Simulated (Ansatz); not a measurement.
Levels about the gap of amorphous Si22Ba3O47 (72 atoms in a cell of 1112 Å³, 2.66 g/cm³; zone centre alone, so wide bands show as single levels with stretches between that a denser mesh fills), at the geometry that PBE relaxed, where it gives 0.0 GPa on a denser mesh. The participation number counts the atoms over which a state spreads; weights are charges in smoothed Voronoi cells. The levels come from a single point, so bond lengths are those of that geometry. Method of the levels: r2SCAN, scalar-relativistic without spin-orbit coupling (Ansatz, a first-principles code). Sampling: the zone centre alone; Fermi-Dirac width 0.02 eV; no spin polarisation. At PBE the levels at the filled edge of the gap are localised (band-tail or defect states), and the nearest spread-out levels lie 5.6 eV apart at the zone centre.

It comes from a melt-quench run on a machine-learned potential (CHGNet), relaxed afterwards by DFT. O atoms were pushed apart under 1.9 Å during the dynamics, to hinder bonds among them. The hot cell started wider than the set density and was brought back towards it in steps. It is the lowest in DFT energy of 2 quenches. It is a model cell: composition and starting density were chosen by hand, and all elements were melted together. No dispersion term was used. Its density started from a set value of 2.75 and ended at 2.66 g/cm³. The quench (nominally 310 K/ps over its main leg) was far faster than any real one, so the model tends to hold more defects than a real film. Values belong to this one cell and scatter from quench to quench. Volume and shape were free in the relaxation.

| E - E(highest filled), eV | filling | participation number | largest on | weight O | weight Ba | weight Si |
|---|---|---|---|---|---|---|
| -0.59 | filled | 4.4 | O, 3 neighbours | 0.94 | 0.02 | 0.04 |
| -0.51 | filled | 5.5 | O, 2 neighbours | 0.94 | 0.00 | 0.05 |
| -0.48 | filled | 4.0 | O, 3 neighbours | 0.95 | 0.01 | 0.04 |
| -0.18 | filled | 2.2 | O, 2 neighbours | 0.90 | 0.05 | 0.05 |
| -0.07 | filled | 2.6 | O, 2 neighbours | 0.94 | 0.02 | 0.04 |
| -0.04 | filled | 2.6 | O, 2 neighbours | 0.94 | 0.02 | 0.04 |
| 0.00 | filled | 1.9 | O, 2 neighbours | 0.92 | 0.03 | 0.04 |
| 5.05 | empty | 63.1 | Ba, 5 neighbours | 0.73 | 0.07 | 0.20 |
| 6.38 | empty | 10.3 | Ba, 7 neighbours | 0.50 | 0.46 | 0.04 |
| 6.49 | empty | 15.3 | Ba, 5 neighbours | 0.54 | 0.37 | 0.09 |
| 6.68 | empty | 22.5 | Ba, 7 neighbours | 0.57 | 0.23 | 0.20 |
| 6.69 | empty | 9.5 | Ba, 5 neighbours | 0.50 | 0.43 | 0.08 |
| 6.83 | empty | 35.7 | Ba, 5 neighbours | 0.62 | 0.16 | 0.22 |
| 6.90 | empty | 5.5 | Ba, 7 neighbours | 0.48 | 0.47 | 0.05 |

Most localised among these is the filled level at +0.00 eV, on a O atom, which has 2 neighbours (Si 1.58 Å, Ba 2.39 Å).
